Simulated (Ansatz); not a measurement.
System: cubic perovskite CsPbBr₃ (cubic high-temperature phase). Method: G0W0@PBEsol in Ansatz (plane waves, hard PAW, contour deformation, complete-basis limit).

Numerical settings: largest k mesh 4×4×4 (not extrapolated in the mesh).

Cell (measured lattice):

CsPbBr$_{3}$ is modelled in the cubic space group Pm-3m (No. 221), the cubic perovskite structure, Pearson symbol cP5. Lattice parameters: a = b = c = 5.870 Å, α = β = γ = 90.00°. Br on 3c is coordinated by 2 Pb at 2.935 Å and 4 Cs at 4.151 Å (octahedral). Pb on 1b sees 6 Br at 2.935 Å (octahedral). Cs on 1a has 12 Br at 4.151 Å (cuboctahedral). (Neighbours: up to the widest gap in distance over summed covalent radii, below 1.35, at either atom; cation-cation and far metal-metal contacts left out.)

What does this level give for the band gap?


- band gap = 2.67 eV

Note: filled d or f shells below the valence bands can shift G0W0 gaps through exchange with them, which wasn't tested here; held by symmetry at 0 K, a high-temperature phase can be a saddle point; cell and atoms aren't relaxed at this level; the gap holds a correction of +0.38 eV to the complete basis.

Spin–orbit coupling is not included; with these elements it can move the gap by several tenths of an eV or more.

Static lattice: no zero-point or thermal effects.

It cost about 90 core-minutes (a rough figure) of CPU time.

Ansatz is an electronic-structure program.
